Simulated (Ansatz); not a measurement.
**K$_{2}$SnCl$_{6}$ (space group Fm-3m, No. 225)**

```yaml
crystal:
  lattice:
    - [0.00000, 4.98038, 4.98038]
    - [4.98038, 0.00000, 4.98038]
    - [4.98038, 4.98038, 0.00000]
  atoms:
    - { symbol: K, position: [0.75000, 0.75000, 0.75000] }
    - { symbol: K, position: [0.25000, 0.25000, 0.25000] }
    - { symbol: Sn, position: [0.00000, 0.00000, 0.00000] }
    - { symbol: Cl, position: [0.75498, 0.75498, 0.24502] }
    - { symbol: Cl, position: [0.24502, 0.24502, 0.75498] }
    - { symbol: Cl, position: [0.24502, 0.75498, 0.75498] }
    - { symbol: Cl, position: [0.75498, 0.24502, 0.24502] }
    - { symbol: Cl, position: [0.75498, 0.24502, 0.75498] }
    - { symbol: Cl, position: [0.24502, 0.75498, 0.24502] }
```

Level of theory: plane-wave PAW DFT at the PBEsol level (Ansatz, an electronic-structure program, 420 eV), no spin-orbit coupling, earlier PAW set. Settings: 6×6×6 k-points, 0.05 eV Fermi–Dirac smearing.

```json
{
 "volume_per_atom": "27.45 Å³",
 "density": "2.75 g/cm³",
 "band_gap": "2.35 eV, direct at Γ",
 "electron_mass": "0.44 mₑ",
 "Lowest conduction-band minima above the VBM": "Γ 2.35 eV",
 "total_energy": "-1706.657 eV/atom (σ→0; compares only within this code and set-up)"
}
```

Effective masses come from finite differences of ±0.01 Å⁻¹. Whether these cells are dynamically stable was not tested.
